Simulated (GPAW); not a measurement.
GPAW run on Ag (P6_3/mmc, 4 atoms in the cell): self-consistent single point

Computed with LDA (Perdew-Wang 92), GPAW PAW datasets LDA (gpaw-data 1.0.1) (plane waves; GPAW 25.7.0).

Input:

```python
from ase import Atoms
from ase.units import GPa
from gpaw import GPAW, PW

atoms = Atoms(['Ag', 'Ag', 'Ag', 'Ag'],
              cell=[[2.886200, 0.000000, 0.000000],
                    [-1.443100, 2.499523, 0.000000],
                    [0.000000, 0.000000, 10.000000]],
              scaled_positions=[[0.333333, 0.666667, 0.250000],
                                [0.666667, 0.333333, 0.750000],
                                [0.000000, 0.000000, 0.000000],
                                [0.000000, 0.000000, 0.500000]],
              pbc=True)

calc = GPAW(mode=PW(600),
            xc='LDA',
            kpts={'size': (12, 12, 3), 'gamma': True},
            occupations={'name': 'methfessel-paxton', 'width': 0.272, 'order': 1},
            nbands=-12,
            convergence={'density': 1e-05, 'energy': 1e-05},
            symmetry={'symmorphic': False, 'tolerance': 0.0005},
            maxiter=120)

atoms.calc = calc

energy = atoms.get_potential_energy()
print('Energy (eV):', round(energy, 6))
forces = atoms.get_forces()
print('Forces (eV/Ang):')
print(forces.round(5))
stress = atoms.get_stress()
print('Stress (GPa, Voigt):', (stress / GPa).round(4))
```

Output, abridged:

```
Input parameters:
  convergence: {density: 1e-05,
                energy: 1e-05}
  kpts: {gamma: True,
         size: (12, 12, 3)}
  maxiter: 120
  mode: {ecut: 600.0,
         name: pw}
  nbands: -12
  occupations: {name: methfessel-paxton,
                order: 1,
                width: 0.272}
  symmetry: {symmorphic: False,
             tolerance: 0.0005}

species:
  Ag:
    name: Silver
    Z: 47.0
    valence: 17
    core: 30
    charge: 0.0
    file: Ag.LDA.gz

    # Using partial waves for Ag as LCAO basis

Reference energy: -577858.129014  # eV

Spin-paired calculation

Convergence criteria:
 Maximum [total energy] change in last 3 cyles: 1e-05 eV / valence electron
 Maximum integral of absolute [dens]ity change: 1e-05 electrons / valence electron
 Maximum integral of absolute [eigenst]ate change: 4e-08 eV^2 / valence electron
 Maximum number of scf [iter]ations: 120

Symmetries present (total): 24
Symmetries with fractional translations: 12
432 k-points: 12 x 12 x 3 Monkhorst-Pack grid + [1/24,1/24,0.000000]
38 k-points in the irreducible part of the Brillouin zone
       k-points in crystal coordinates                weights
   0:    -0.00000000   -0.00000000    0.00000000          1/432
   1:    -0.00000000   -0.00000000    0.33333333          2/432
   2:     0.08333333   -0.00000000    0.00000000          6/432
   [... 7 lines left out ...]
          ...
  37:     0.50000000    0.50000000    0.33333333          6/432

Wave functions: Plane wave expansion
  Cutoff energy: 600.000 eV
  Number of coefficients (min, max): 2343, 2428
  Pulay-stress correction: 0.000000 eV/Ang^3 (de/decut=0.000000)

Occupation numbers: Methfessel-Paxton:
  width: 0.2720  # eV
  order: 1

Eigensolver

Densities:
  Coarse grid: 18*18*60 grid
  Fine grid: 36*36*120 grid
  Total Charge: 0.000000

Density mixing:
  Method: separate
  Backend: pulay
  Linear mixing parameter: 0.05
  old densities: 5
  Damping of long wavelength oscillations: 50

Hamiltonian:
  XC and Coulomb potentials evaluated on a 36*36*120 grid
  External potential:
    NoExternalPotential

Number of atoms: 4
Number of atomic orbitals: 48
Number of bands in calculation: 46
Number of valence electrons: 68
Bands to converge: occupied

Density initialized from atomic densities
  46 bands from LCAO basis set

Atomic positions and initial magnetic moments

Positions:
   0 Ag    -0.000001    1.666349    2.500000    ( 0.0000,  0.0000,  0.0000)
   1 Ag     1.443101    0.833174    7.500000    ( 0.0000,  0.0000,  0.0000)
   2 Ag     0.000000    0.000000    0.000000    ( 0.0000,  0.0000,  0.0000)
   3 Ag     0.000000    0.000000    5.000000    ( 0.0000,  0.0000,  0.0000)

Unit cell:
           periodic     x           y           z      points  spacing
  1. axis:    yes    2.886200    0.000000    0.000000    18     0.1389
  2. axis:    yes   -1.443100    2.499523    0.000000    18     0.1389
  3. axis:    yes    0.000000    0.000000   10.000000    60     0.1667

  Lengths:   2.886200   2.886200  10.000000
  Angles:   90.000000  90.000000 119.999995

Effective grid spacing dv^(1/3) = 0.1548

     iter     time        total  log10-change:
                         energy   eigst   dens
iter:   1 --:--:--   -16.539302
iter:   2 --:--:--   -16.257680   -2.30  -1.51
iter:   3 --:--:--   -15.495110   -1.86  -1.55
iter:   4 --:--:--   -15.400630   -3.41  -2.13
iter:   5 --:--:--   -15.388160   -3.31  -2.09
iter:   6 --:--:--   -15.369865   -3.73  -2.51
iter:   7 --:--:--   -15.370900   -5.02  -3.43
iter:   8 --:--:--   -15.369797   -5.13  -3.06
iter:   9 --:--:--   -15.369852   -5.99  -3.68
iter:  10 --:--:--   -15.369745c  -5.90  -4.09
iter:  11 --:--:--   -15.369719c  -6.73  -4.00
iter:  12 --:--:--   -15.369719c  -8.37c -4.69
iter:  13 --:--:--   -15.369718c  -8.01c -4.71
iter:  14 --:--:--   -15.369718c  -8.72c -4.90
iter:  15 --:--:--   -15.369718c  -9.44c -5.06c

Converged after 15 iterations.

Dipole moment: (-0.000000, 0.000000, -0.000000) |e|*Ang

Energy contributions relative to reference atoms: (reference = -577858.129014)

Kinetic:        -23.307669
Potential:      +16.388090
External:        +0.000000
XC:              -8.960206
Entropy (-ST):   -0.000432
Local:           +0.510355
SIC:             +0.000000
--------------------------
Free energy:    -15.369862
Extrapolated:   -15.369718

Showing only first 2 kpts
 Kpt  Band  Eigenvalues  Occupancy
  0    32      3.86421    2.00000
  0    33      4.18580    2.00000
  0    34      4.18580    2.00000
  0    35      6.43166    2.00431

  1    32      3.99077    2.00000
  1    33      4.13025    2.00000
  1    34      4.13025    2.00000
  1    35      5.32824    2.00000

Fermi level: 7.07232

No gap
No difference between direct/indirect transitions
Energy (eV): -15.369718

Forces in eV/Ang:
  0 Ag   -0.00000    0.00000    0.00000
  1 Ag    0.00000   -0.00000   -0.00000
  2 Ag   -0.00000    0.00000    0.00000
  3 Ag   -0.00000    0.00000    0.00000

Stress tensor:
     0.062498     0.000000     0.000000
    -0.000000     0.062498     0.000000
     0.000000     0.000000     0.084088
Stress (GPa, Voigt): [10.0133 10.0133 13.4724  0.      0.      0.    ]
```

The run converged in 15 iterations. GPAW prints stress with tension positive.

The starting cell comes from a database of published, mostly measured structures (it also holds non-ambient and calculated ones), without a prior relaxation at this level. With a pressure of about -11 GPa the cell is away from its equilibrium volume at this level.

Cost on one core of a shared machine: roughly 2 min.
